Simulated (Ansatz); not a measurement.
# MoSi2 with two functionals

The parent structure is MoSi$_{2}$ (space group I4/mmm, No. 139; a = 3.217 Å, c = 7.873 Å).

(Cell as relaxed with PBE.)

Levels (all Ansatz, a program for electronic structure, PAW, earlier PAW set): PBE (420 eV, no spin-orbit coupling); r2SCAN (500 eV, without spin-orbit coupling).

Each level relaxes its own structure.

```tsv
quantity	PBE	r2SCAN
volume per atom	13.58 Å³	13.36 Å³
lattice parameter a	3.217 Å	3.202 Å
lattice parameter c	7.873 Å	7.819 Å
band gap	zero	zero
```

PBE's volume per atom lies 0.22 Å³ above r2SCAN's (1.6 %); PBE's lattice parameter a lies 0.015 Å above r2SCAN's (0.5 %); PBE's lattice parameter c lies 0.054 Å above r2SCAN's (0.7 %); the two agree on the band gap. Neither level is exact; r2SCAN is the comparison here, not a measurement.

Stability against distortions was not tested. All final runs are without spin polarisation.
